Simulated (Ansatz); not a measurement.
## CdO: pressure series

Take CdO in the rock salt structure (space group Fm-3m, No. 225) as the base.

```xyz
2
Lattice="0.0000 2.3842 2.3842 2.3842 0.0000 2.3842 2.3842 2.3842 0.0000" Properties=species:S:1:pos:R:3 pbc="T T T"
O      0.0000     0.0000     0.0000
Cd     2.3842     2.3842     2.3842
```

Cell and atoms are relaxed at each pressure.

The values are results of PBE, PAW, 420 eV (Ansatz, a quantum-chemistry and plane-wave program; no SOC), earlier PAW set, not measurements.

Notes on the quantities. enthalpy: H = E + PV relative to the base's energy.

```
variant           lattice parameter a       enthalpy
----------------  -------------------  -------------
base                          4.768 Å              –
pressure −2 GPa                     ?  -0.17 eV/atom
pressure −1 GPa               4.781 Å  -0.08 eV/atom
pressure 0.3 GPa              4.765 Å  +0.03 eV/atom
pressure 0.7 GPa                    ?  +0.06 eV/atom
pressure 1.5 GPa              4.750 Å  +0.13 eV/atom
pressure 3 GPa                4.733 Å  +0.25 eV/atom
pressure 5 GPa                4.711 Å  +0.42 eV/atom
pressure 7.5 GPa              4.685 Å  +0.62 eV/atom
pressure 10 GPa               4.662 Å  +0.82 eV/atom
```

Task: Fill in the withheld entries from the trend.

Result: 
- pressure −2 GPa, lattice parameter a: 4.795 Å
- pressure 0.7 GPa, lattice parameter a: 4.760 Å

A case with no gap was solved on a k-mesh chosen for an insulator, which is coarse for it. Load acts through the strain it causes; cell and atoms are relaxed under it. Stability against distortions was not tested. Competing high-pressure phases were not computed. All final runs are without spin polarisation.
